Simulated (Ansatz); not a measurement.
**Au, pressure series**

The reference is Au in the hcp (Mg type) structure (space group P6_3/mmc, No. 194; a = 2.862 Å, c = 4.802 Å).

Cell and atoms are relaxed at each pressure.

Level of theory: PBEsol, PAW, 420 eV (Ansatz, a quantum-chemistry and plane-wave program; scalar-relativistic without spin-orbit coupling).

Notes on the quantities. enthalpy: H = E + PV relative to the base's energy.

```tsv
variant	shortest interatomic distance	enthalpy
base	2.862 Å	–
pressure −2 GPa	2.873 Å	-0.21 eV/atom
pressure −1 GPa	(withheld)	-0.11 eV/atom
pressure 0.3 GPa	2.861 Å	+0.03 eV/atom
pressure 0.7 GPa	2.859 Å	+0.07 eV/atom
pressure 1.5 GPa	2.855 Å	+0.16 eV/atom
pressure 3 GPa	2.848 Å	+0.32 eV/atom
pressure 5 GPa	2.839 Å	+0.52 eV/atom
pressure 7.5 GPa	2.828 Å	+0.78 eV/atom
pressure 10 GPa	2.818 Å	+1.04 eV/atom
```

Question: Fill in the withheld entries from the trend.

Answer: 
- pressure −1 GPa, shortest interatomic distance: 2.867 Å

Load acts through the strain it causes; cell and atoms are relaxed under it. No phonon test of stability was made. Competing high-pressure phases were not computed. The base started in Cmcm and relaxed to P6_3/mmc at this level. This is not the structure that Au has at room temperature and ambient pressure.
